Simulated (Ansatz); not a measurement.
The parent structure is B (space group R-3m, No. 166).

```
CELL_PARAMETERS angstrom
      2.44916     1.41402     4.17091
     -2.44916     1.41402     4.17091
      0.00000    -2.82804     4.17091
ATOMIC_POSITIONS crystal
  B  0.00986 0.65442 0.00986
  B  0.99014 0.34558 0.99014
  B  0.00986 0.00986 0.65442
  B  0.99014 0.99014 0.34558
  B  0.65442 0.00986 0.00986
  B  0.34558 0.99014 0.99014
  B  0.22050 0.63176 0.22050
  B  0.77950 0.36824 0.77950
  B  0.22050 0.22050 0.63176
  B  0.77950 0.77950 0.36824
  B  0.63176 0.22050 0.22050
  B  0.36824 0.77950 0.77950
```

Cartesian axes are those of the cell as printed.

Level of theory: DFT with r2SCAN, PAW potentials and a 500 eV plane-wave cutoff in Ansatz (a program for electronic structure), no SOC, earlier PAW set.

Strains are applied to the cell and any free atomic positions relax.

One change was made to it. Results:

The energy increases by 5.1 meV/atom; the hole mass becomes 0.19 mₑ along x, 0.22 mₑ along y, 2.0 mₑ along z (at T) (base: 2.0 mₑ along k, 0.19 mₑ across (at T)); the largest internal atomic displacement is 0.023 Å; the pressure (mean of the normal stresses, compression positive) goes from zero to -4.32 GPa.

Which of these changes matches the shifts?
A) strain tensor (xx, yy, zz, yz, xz, xy) = (+0.17, +1.70, −1.11, +0.23, +0.15, +0.08) %
B) isotropic strain +3.22 %
C) uniaxial strain ε_xx = +2.31 %
D) uniaxial strain ε_xx = −4.37 %

C, uniaxial strain ε_xx = +2.31 %. For comparison, the hole mass in the other runs: isotropic strain +3.22 % gives 2.3 mₑ along k, 0.22 mₑ across (at T); strain tensor (xx, yy, zz, yz, xz, xy) = (+0.17, +1.70, −1.11, +0.23, +0.15, +0.08) % gives 1.9 mₑ along k, 0.20 mₑ across (at T); uniaxial strain ε_xx = −4.37 % gives 0.19 mₑ along x, 0.16 mₑ along y, 2.0 mₑ along z (at T).

The levels and masses belong to the bands next to the band gap. Effective masses come from finite differences of ±0.01 Å⁻¹. Along k means along the line from Γ to the band edge. Whether these cells are dynamically stable was not tested.
